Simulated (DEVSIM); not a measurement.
Device: W/SiO2/p-GaAs capacitor, at 300 K.

```tsv
layer (left to right)	material	thickness (nm)	Na (cm⁻³)
1	SiO2	11.0	-
2	GaAs	570	1.3e18
```

Metal gate on the left, work function 4.6 eV. Fixed charge at the semiconductor interface 0 cm⁻² (in units of +e); no interface traps.

The device is made up for the run: typed textbook-type constants, with dimensions and the other settings drawn at random. Values at 300 K.

| parameter | SiO2 | GaAs |
|---|---|---|
| gap (eV) | 9 | 1.424 |
| affinity (eV) | 0.9 | 4.07 |
| permittivity | 3.9 | 12.9 |
| Nc (cm⁻³) | - | 4.7e17 |
| Nv (cm⁻³) | - | 9e18 |

Model (solved in DEVSIM): 1D Poisson equation in equilibrium, Boltzmann statistics, complete ionisation; no quantum confinement or tunnelling. Metal contacts follow the ideal Schottky-Mott rule: no Fermi-level pinning, no interface dipoles.

Problem. Tabulate band edges, carrier densities and field at 3.0 V on the gate.

Solution. Energies count from the Fermi level of the right contact; mesh points crowd at the junctions.

```tsv
x (μm)	Ec (eV)	Ev (eV)	n (cm⁻³)	p (cm⁻³)	field (V/cm)
0.000	0.700	-8.300	< 1e2	< 1e2	2300000
0.0009759	0.923	-8.077	< 1e2	< 1e2	2300000
0.002704	1.318	-7.682	< 1e2	< 1e2	2300000
0.005457	1.947	-7.053	< 1e2	< 1e2	2300000
0.008892	2.732	-6.268	< 1e2	< 1e2	2300000
0.01032	3.057	-5.943	< 1e2	< 1e2	2300000
0.01121	0.057	-1.367	5.2e16	< 1e2	690000
0.01315	0.187	-1.237	3.4e14	< 1e2	650000
0.01614	0.373	-1.051	2.6e11	< 1e2	600000
0.02180	0.681	-0.743	1700000	3000000	490000
0.03334	1.129	-0.295	< 1e2	1.0e14	280000
0.06639	1.374	-0.050	< 1e2	1.3e18	450
0.1172	1.374	-0.050	< 1e2	1.3e18	≈ 0
0.2138	1.374	-0.050	< 1e2	1.3e18	≈ 0
0.4097	1.374	-0.050	< 1e2	1.3e18	≈ 0
0.4944	1.374	-0.050	< 1e2	1.3e18	≈ 0
0.5359	1.374	-0.050	< 1e2	1.3e18	≈ 0
0.5586	1.374	-0.050	< 1e2	1.3e18	≈ 0
0.5720	1.374	-0.050	< 1e2	1.3e18	≈ 0
0.5770	1.374	-0.050	< 1e2	1.3e18	≈ 0
0.5795	1.374	-0.050	< 1e2	1.3e18	≈ 0
0.5810	1.374	-0.050	< 1e2	1.3e18	≈ 0
```
